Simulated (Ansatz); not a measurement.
Consider the energy of configuration A over configuration B. The value is E(A) − E(B).

Cell A: a stack of composition FeIr6Pd built on Ir (fcc, Fm-3m) (111), with 6 atoms on that crystal's sites, 8 atoms, hexagonal cell of 2.74 Å (6.5 Å²), symmetry P3m1, 15.3 Å thick under 16 Å of vacuum, in-plane vectors held at the crystal's, which may strain the added film; planes from bottom to top: Ir × 6 | Fe | Pd, its two faces unlike (dipole correction applied); spin state with PBE: net moment 3.2 μB a cell, k-point mesh 19×19×1.
```yaml
crystal:
  lattice:
    - [2.73774, 0.00000, 0.00000]
    - [-1.36887, 2.37095, 0.00000]
    - [0.00000, 0.00000, 31.42816]
  atoms:
    - { symbol: Ir, position: [0.00000, 0.00000, 0.25642] }
    - { symbol: Ir, position: [0.33333, 0.66667, 0.32605] }
    - { symbol: Ir, position: [0.66667, 0.33333, 0.39678] }
    - { symbol: Ir, position: [0.00000, 0.00000, 0.46807] }
    - { symbol: Ir, position: [0.33333, 0.66667, 0.53889] }
    - { symbol: Ir, position: [0.66667, 0.33333, 0.61093] }
    - { symbol: Fe, position: [0.00000, 0.00000, 0.67777] }
    - { symbol: Pd, position: [0.66667, 0.33333, 0.74434] }
```

Cell B: a stack of composition FeIr6Pd built on Ir (fcc, Fm-3m) (111), with 6 atoms on that crystal's sites, 8 atoms, hexagonal cell of 2.74 Å (6.5 Å²), symmetry P3m1, 15.3 Å thick under 16 Å of vacuum, in-plane vectors held at the crystal's, which may strain the added film; planes from bottom to top: Ir × 6 | Fe | Pd, its two faces unlike (dipole correction applied); spin state with PBE: net moment 3.2 μB a cell, k-point mesh 19×19×1.
```
CELL_PARAMETERS angstrom
      2.73774     0.00000     0.00000
     -1.36887     2.37095     0.00000
      0.00000     0.00000    31.42816
ATOMIC_POSITIONS crystal
  Ir 0.00000 0.00000 0.25640
  Ir 0.33333 0.66667 0.32603
  Ir 0.66667 0.33333 0.39676
  Ir 0.00000 0.00000 0.46806
  Ir 0.33333 0.66667 0.53888
  Ir 0.66667 0.33333 0.61086
  Fe 0.00000 0.00000 0.67787
  Pd 0.33333 0.66667 0.74440
```

Computed with Ansatz (plane waves, PAW), its default PAW set, cutoff 420 eV, 500 eV for r2SCAN. The structures are at rest with PBE, within the held lattices; other levels are single points on them. Neutral cells; Fermi-Dirac smearing of at most 0.10 eV in the solids, energies taken to zero width. The lattices are those relaxed with PBE or held as stated, so at other levels the solids can be strained, which adds to the spread. A dispersion term (D3(BJ), or D4 for r2SCAN) was computed beside these levels and is taken off wherever the name lacks it. Static lattices, no vibrational contributions. The structures are the rest points that the relaxations reached, not proven lowest. Spin-orbit coupling is left out. No search over spin orders was made beyond those shown. Values are for these cell sizes. The state moves with the level: A has a net moment of 3.5 μB with r2SCAN and 3.2 μB with PBE; B has a net moment of 3.6 μB with r2SCAN and 3.2 μB with PBE. Cell A has symmetry P3m1 and got no random move, so less symmetric positions, which may lie lower, weren't tried. Cell B has symmetry P3m1 and got no random move, so less symmetric positions, which may lie lower, weren't tried.

Problem. Estimate the value that r2SCAN returns for this input.

Solution. -0.02 eV for A less B, too close to call.

Problem. List the value at the remaining levels and say how far they part.

Solution. 
| Functional | value (eV) | less r2SCAN |
|---|---|---|
| PBE | -0.01 | 0.01 |

The levels span only 0.01 eV, too little to tell them apart.

Ansatz is a quantum-chemistry and plane-wave program.
